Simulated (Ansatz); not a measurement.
SiC under load (space group Imm2), r2SCAN with spin-orbit coupling, rigid bands (Ansatz, a program for electronic structure). Condition of this run: uniaxial stress along [110] of 1 GPa (compression positive) (the target of the relaxation). Band gap 1.69 eV, N_c = 1.19e19 cm⁻³ and N_v = 9.36e19 cm⁻³ at 300 K, conductivity masses along y (a = (0.00, 2.18, 2.18) Å; b = (2.18, 0.00, 2.18) Å; c = (2.17, 2.17, 0.00) Å) of 0.311 mₑ (electrons) and 0.673 mₑ (holes). Take k_BT = 0.02585 eV.

Task: What built-in voltage has an abrupt junction with N_A = 1e17 and N_D = 1e17 cm⁻³, all dopants ionised?

Result: V_bi = E_g/e − (k_BT/e) ln(N_c N_v/(N_A N_D)) = 1.69 − 0.02585 × 11.62 = 1.39 V, for the computed gap.

Task: What thermal injection velocity √(2k_BT/πm) limits a ballistic channel along the direction named?

Result: 9.65e6 cm/s for electrons and 6.56e6 cm/s for holes, a ratio of √(m_h/m_e) = 1.47, for dilute carriers.

Task: Find the intrinsic carrier density and the intrinsic Fermi level.

Result: n_i = √(N_c N_v) exp(−E_g/2k_BT) = 3.34e19 × exp(−32.69) = 2.1e5 cm⁻³. The level lies (k_BT/2) ln(N_v/N_c) = 27 meV from mid-gap (positive towards the conduction band). Each 0.1 eV added to the gap lowers n_i by a factor of 6.9.

Rigid bands with the computed gap; masses take one relaxation time for all states.
